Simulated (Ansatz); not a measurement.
Start from Ru in the hcp (Mg type) structure (space group P6_3/mmc, No. 194; a = 2.704 Å, c = 4.263 Å; relaxed with 0.1 eV smearing). Axes: x lies along a and z along c of the hexagonal cell.

Calculations: Kohn–Sham DFT with the r2SCAN functional, run in Ansatz (an electronic-structure program) with PAW and 500 eV plane waves, spin-orbit coupling left out.

Modification: uniaxial strain ε_xx = +2.50 %, all other strain components held at zero; the atoms relax in the strained cell.

Problem. Predict the stress tensor and what it implies for the stiffness.

Solution. Stress of the strained cell less that of the base (GPa, compression positive):
```
  -13.5     0.0     0.0
    0.0    -4.6     0.0
    0.0     0.0    -4.4
```

Then −Δσ_ii/ε with ε = 0.0250 gives secant stiffness values (nonlinear terms included at this strain): C11 ≈ 538 GPa, C12 ≈ 185 GPa and C13 ≈ 177 GPa.

As a check, the harmonic strain energy −½ V₀ Δσ:ε is 14 meV/atom; the computed energy rise is 15 meV/atom.

Whether these cells are dynamically stable was not tested. All final runs are without spin polarisation.
